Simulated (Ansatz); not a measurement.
Structure of amorphous In$_{24}$O$_{39}$Y$_{2}$ (periodic cell):

```yaml
crystal:
  lattice:
    - [9.87656, -0.10167, -0.11180]
    - [-0.10167, 9.83391, -0.20849]
    - [-0.11180, -0.20849, 9.51145]
  atoms:
    - { symbol: In, position: [0.99866, 0.22889, 0.45642] }
    - { symbol: In, position: [0.65066, 0.22112, 0.52869] }
    - { symbol: In, position: [0.91323, 0.03055, 0.09430] }
    - { symbol: In, position: [0.25385, 0.61339, 0.49649] }
    - { symbol: In, position: [0.50851, 0.85924, 0.60136] }
    - { symbol: In, position: [0.47487, 0.22117, 0.79277] }
    - { symbol: In, position: [0.74467, 0.89618, 0.36339] }
    - { symbol: In, position: [0.00832, 0.34231, 0.08992] }
    - { symbol: In, position: [0.59718, 0.92876, 0.98470] }
    - { symbol: In, position: [0.13517, 0.09483, 0.75427] }
    - { symbol: In, position: [0.57682, 0.51950, 0.40880] }
    - { symbol: In, position: [0.04013, 0.70698, 0.16654] }
    - { symbol: In, position: [0.26977, 0.12252, 0.05089] }
    - { symbol: In, position: [0.63813, 0.23922, 0.15910] }
    - { symbol: In, position: [0.82735, 0.02134, 0.69518] }
    - { symbol: In, position: [0.12951, 0.42660, 0.73236] }
    - { symbol: In, position: [0.88016, 0.73618, 0.80012] }
    - { symbol: In, position: [0.35668, 0.49086, 0.11628] }
    - { symbol: In, position: [0.53353, 0.59226, 0.79268] }
    - { symbol: In, position: [0.71632, 0.59684, 0.12330] }
    - { symbol: In, position: [0.90638, 0.55188, 0.44563] }
    - { symbol: In, position: [0.09163, 0.89724, 0.46163] }
    - { symbol: In, position: [0.36935, 0.08866, 0.41026] }
    - { symbol: In, position: [0.39802, 0.80007, 0.25644] }
    - { symbol: O, position: [0.23163, 0.32217, 0.13300] }
    - { symbol: O, position: [0.72890, 0.60057, 0.90337] }
    - { symbol: O, position: [0.47265, 0.08732, 0.60933] }
    - { symbol: O, position: [0.48717, 0.63232, 0.57879] }
    - { symbol: O, position: [0.27079, 0.98057, 0.87431] }
    - { symbol: O, position: [0.57830, 0.39286, 0.71636] }
    - { symbol: O, position: [0.16752, 0.09878, 0.50020] }
    - { symbol: O, position: [0.72895, 0.84442, 0.60317] }
    - { symbol: O, position: [0.95061, 0.89132, 0.26412] }
    - { symbol: O, position: [0.81526, 0.08725, 0.47467] }
    - { symbol: O, position: [0.48714, 0.81303, 0.81799] }
    - { symbol: O, position: [0.09586, 0.42696, 0.49787] }
    - { symbol: O, position: [0.29863, 0.99539, 0.22022] }
    - { symbol: O, position: [0.73215, 0.66974, 0.34470] }
    - { symbol: O, position: [0.30054, 0.83427, 0.47637] }
    - { symbol: O, position: [0.88293, 0.56386, 0.66667] }
    - { symbol: O, position: [0.56211, 0.76184, 0.11386] }
    - { symbol: O, position: [0.97590, 0.23794, 0.68603] }
    - { symbol: O, position: [0.01316, 0.45359, 0.90866] }
    - { symbol: O, position: [0.01536, 0.91605, 0.67273] }
    - { symbol: O, position: [0.24783, 0.69863, 0.12156] }
    - { symbol: O, position: [0.70933, 0.03006, 0.16666] }
    - { symbol: O, position: [0.36849, 0.55096, 0.91348] }
    - { symbol: O, position: [0.06884, 0.69010, 0.39937] }
    - { symbol: O, position: [0.03045, 0.77240, 0.95888] }
    - { symbol: O, position: [0.78743, 0.30761, 0.02374] }
    - { symbol: O, position: [0.56917, 0.44851, 0.17223] }
    - { symbol: O, position: [0.79865, 0.92791, 0.90168] }
    - { symbol: O, position: [0.53574, 0.92053, 0.38734] }
    - { symbol: O, position: [0.05494, 0.13170, 0.97570] }
    - { symbol: O, position: [0.74780, 0.39437, 0.44174] }
    - { symbol: O, position: [0.51546, 0.24043, 0.35388] }
    - { symbol: O, position: [0.92156, 0.53114, 0.19516] }
    - { symbol: O, position: [0.26713, 0.26846, 0.78193] }
    - { symbol: O, position: [0.49525, 0.13910, 0.99764] }
    - { symbol: O, position: [0.38200, 0.57629, 0.32661] }
    - { symbol: O, position: [0.19819, 0.62894, 0.70284] }
    - { symbol: O, position: [0.70177, 0.17893, 0.74539] }
    - { symbol: O, position: [0.96395, 0.20456, 0.24395] }
    - { symbol: Y, position: [0.24969, 0.75624, 0.88979] }
    - { symbol: Y, position: [0.80916, 0.38285, 0.80904] }
```

Methods: PBE, scalar-relativistic without spin-orbit coupling (Ansatz, a quantum-chemistry and plane-wave program); r2SCAN, scalar-relativistic without spin-orbit coupling (Ansatz); HSE06, scalar-relativistic without spin-orbit coupling (Ansatz). Neutral PBE cell, which sets geometry, pressure and energy: sampling: a 2×2×2 Γ-centred mesh; Fermi-Dirac width 0.02 eV; no spin polarisation. Exact exchange is cut at the faces of this 10 Å cell, which leaves hybrid gaps a finite-size error.

It comes from a melt-quench run on a machine-learned potential (CHGNet), relaxed afterwards by DFT. O atoms were pushed apart under 1.9 Å during the dynamics, to hinder bonds among them. The hot cell started wider than the set density and was brought back towards it in steps. It is the lowest in DFT energy of 2 quenches. It is a model cell: composition and starting density were chosen by hand, and all elements were melted together. No dispersion term was used. Its density started from a set value of 6.39 and ended at 6.40 g/cm³. The simulated quench (nominally 280 K/ps over its main leg) is rapid and tends to freeze in more defects than a deposited or slowly cooled glass has. A cell of this size samples the disorder only roughly. Volume and shape were free in the relaxation.

Question: Give the pressure and the spacing of the highest filled and lowest empty levels.

Answer: 
Pressure on a 2×2×2 Γ-centred mesh: 0.10 GPa
Largest force and stress component on that mesh (the relaxation ran on the zone centre alone): 0.06 eV/Å and 0.2 GPa
Level gap on a 2×2×2 Γ-centred mesh (PBE): 0.59 eV
Level gap at the zone centre (PBE): 0.63 eV
Level gap at the zone centre (r2SCAN): 1.05 eV
Level gap at the zone centre (HSE06): 1.98 eV
Distance between the nearest levels spread over more than a fifth of the atoms or a third of the atoms of their main element (six at least) (PBE, zone centre): 0.84 eV

Question: At PBE and the zone centre, how localised are the states just below and above the Fermi level (participation number: the atoms over which a state spreads)?

Answer: The highest filled state is spread over 9.5 atoms' worth, largest on O50, with weights by element (charge in smoothed Voronoi cells) O 0.94, In 0.05, Y 0.01. The lowest empty state is spread over 61.6 atoms' worth, largest on In9, with weights by element (charge in smoothed Voronoi cells) O 0.58, In 0.40, Y 0.02.

At PBE the levels at the filled edge of the gap are localised (band-tail or defect states).

Cut-offs for bonds: In-In 3.12 Å, In-O 2.72 Å, In-Y 3.43 Å, O-O 1.58 Å, O-Y 2.82 Å, Y-Y 3.74 Å. Two cations that share two anions don't count as bonded, nor two that share one unless they lie closer than In-In 3.04 Å, In-Y 3.34 Å, Y-Y 3.64 Å.

Added carriers, by PBE, scalar-relativistic without spin-orbit coupling (Ansatz) on the zone centre alone. Charged cells keep the cell fixed and stand in a uniform background, with no image correction, at a width of 0.01 eV; where the count is odd the moment is locked at 1 μB, unless the neutral cell bore moments. Each starts from the undistorted neutral geometry alone. PBE's self-interaction favours spread-out carriers, so it can miss traps that a hybrid finds.

Question: What happens at PBE when the cell takes an extra electron and the atoms relax?

Answer: Relaxation lowers the charged cell by 0.01 eV. The largest moves are O36 0.01 Å, In21 0.01 Å, O40 0.01 Å, O37 0.01 Å. The level that holds the added charge spreads over 61.5 atoms' worth, most on In9 (weight 0.02): a carrier spread over the cell. No bond crosses its cut-off with a change of over 0.15 Å (metal-metal contacts aside). Made neutral again at that geometry, the cell lies +0.01 eV from the neutral start.

Question: What happens at PBE when the cell takes a hole and the atoms relax?

Answer: Relaxation lowers the charged cell by 0.06 eV. The largest moves are O50 0.11 Å, O35 0.06 Å, Y64 0.06 Å, O40 0.05 Å. The level that was emptied spreads over 10.9 atoms' worth, most on O29 (weight 0.19): a partly localised carrier. No bond crosses its cut-off with a change of over 0.15 Å (metal-metal contacts aside). Made neutral again at that geometry, the cell lies +0.10 eV from the neutral start (a closed shell was imposed there, with levels 0.32 eV apart, so this is an upper bound).
